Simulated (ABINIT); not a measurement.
A self-consistent single point of Al2Cu (I4/mcm, 6 atoms in the cell) with ABINIT.

Computed with PBE, PAW (JTH v2.0 PBE PAW) (plane waves; ABINIT 10.0.3).

The change in words: lattice scaled by 0.98. Reference geometry:
```
CELL_PARAMETERS angstrom
     -2.93382     2.93382     2.34081
      2.93382    -2.93382     2.34081
      2.93382     2.93382    -2.34081
ATOMIC_POSITIONS crystal
  Al 0.84139 0.65861 0.50000
  Al 0.15861 0.34139 0.50000
  Al 0.65861 0.15861 0.81722
  Al 0.34139 0.84139 0.18278
  Cu 0.25000 0.25000 0.00000
  Cu 0.75000 0.75000 0.00000
```

Reference input (self-consistent single point, DFT, PBE, plane waves, PAW (JTH v2.0 PBE PAW)): pseudos = [Al.GGA_PBE-JTH.xml, Cu.GGA_PBE-JTH.xml]; ecut = 30 Ha; pawecutdg = 60 Ha; pawxcdev = 0; occopt = 7; tsmear = 0.2 eV; ngkpt = 7 7 7; nshiftk = 1; shiftk = 0 0 0; potentials = JTH v2.0 PBE PAW; nband = 33; kptopt = 1. This run's input differs from it in these lines:

```diff
@@ -3,7 +3,7 @@
 pseudos "Al.GGA_PBE-JTH.xml, Cu.GGA_PBE-JTH.xml"
-acell 4.7638274556 4.7638274556 4.7638274556 Angstrom
+acell 4.6685516255 4.6685516255 4.6685516255 Angstrom
 rprim
-        -0.6158543791    0.6158543791    0.4913723307
-         0.6158543791   -0.6158543791    0.4913723307
-         0.6158543791    0.6158543791   -0.4913723307
+        -0.6158543871    0.6158543871    0.4913723107
+         0.6158543871   -0.6158543871    0.4913723107
+         0.6158543871    0.6158543871   -0.4913723107
 natom 6
@@ -13,8 +13,8 @@
 xcart
-         1.7587069702    3.7854168877    4.4234954790
-         3.7854168877    1.7587069702    0.0000000000
-         1.7587069702    7.3028308280   -0.0000000000
-         3.7854168877   -1.7587069702    4.4234954790
-         0.0000000000   -0.0000000000    2.2117477395
-         0.0000000000   -0.0000000000    6.6352432184
+         1.7235331185    3.7097091692    4.3350260607
+         3.7097091692    1.7235331185   -0.0000000000
+         1.7235331185    7.1567754063    0.0000000000
+         3.7097091692   -1.7235331185    4.3350260607
+        -0.0000000000    0.0000000000    2.1675130304
+        -0.0000000000    0.0000000000    6.5025390911
 ecut 30
```

Output, abridged:

```
--- !BeginCycle
solver: {iscf: 17, nstep: 80, nline: 4, wfoptalg: 10, }
tolerances: {tolvrs: 1.00E-12, }
...

     iter   Etot(hartree)      deltaE(h)  residm     nres2
 ETOT  1  -401.26608906457    -4.013E+02 6.029E+01 1.172E+02
 ETOT  2  -404.64167049339    -3.376E+00 6.940E-02 1.523E+02
 ETOT  3  -404.35697316217     2.847E-01 1.464E-01 1.347E+01
 ETOT  4  -404.35355628283     3.417E-03 7.755E-02 3.725E-01
 ETOT  5  -404.35367321589    -1.169E-04 1.057E-02 4.007E-01
   [... 12 lines left out ...]
 ETOT 18  -404.35331372930    -4.036E-12 2.357E-05 1.657E-11
 ETOT 19  -404.35331372929     6.992E-12 4.644E-05 4.420E-12
 ETOT 20  -404.35331372929     1.251E-12 2.042E-05 1.359E-12
 ETOT 21  -404.35331372929    -2.217E-12 3.179E-05 1.047E-14
 At SCF step   21       nres2   =  1.05E-14 < tolvrs=  1.00E-12 =>converged.

 Cartesian components of stress tensor (hartree/bohr^3)
  sigma(1 1)= -7.62756159E-04  sigma(3 2)=  0.00000000E+00
  sigma(2 2)= -7.62756159E-04  sigma(3 1)=  0.00000000E+00
  sigma(3 3)= -8.97301483E-04  sigma(2 1)=  0.00000000E+00

 ----iterations are completed or convergence reached----

 reduced coordinates (array xred) for    6 atoms
       0.841389997999      0.658609997707      0.500000000000
       0.158609997707      0.341389997999      0.500000000000
       0.658609997707      0.158609997707      0.817219999708
       0.341389997999      0.841389997999      0.182780000292
       0.249999997853      0.249999997853      0.000000000000
       0.749999997853      0.749999997853      0.000000000000
 cartesian forces (eV/Angstrom) at end:
   [... lines left out ...]
 Fermi (or HOMO) energy (hartree) =   0.38917   Average Vxc (hartree)=  -0.40717
   [... lines left out ...]
'-kT*entropy'       : -1.19430451159398E-03
total_energy        : -4.04353313787961E+02
total_energy_eV     : -1.10030132365472E+04
...

-Cartesian components of stress tensor (GPa)         [Pressure=  2.3761E+01 GPa]
- sigma(1 1)= -2.24410572E+01  sigma(3 2)=  0.00000000E+00
- sigma(2 2)= -2.24410572E+01  sigma(3 1)=  0.00000000E+00
- sigma(3 3)= -2.63995166E+01  sigma(2 1)=  0.00000000E+00

 Calculation completed.
```

The run converged in 21 iterations. Against the reference run the free energy goes up by 90.4 meV/atom, the pressure goes from 13.09 to 23.76 GPa and the largest force goes from 0.133 to 0.197 eV/Å.

The starting cell comes from a database of computed structures (which also holds hypothetical and non-ambient phases and stackings), without a prior relaxation at this level. Its lattice was rescaled by a random factor within 2.5 % of one. For this run, on top of that: lattice scaled by 0.98. Spin polarisation is off. With a pressure of about 24 GPa the cell is away from its equilibrium volume at this level.

Cost on one core of a shared machine: roughly 4 min.
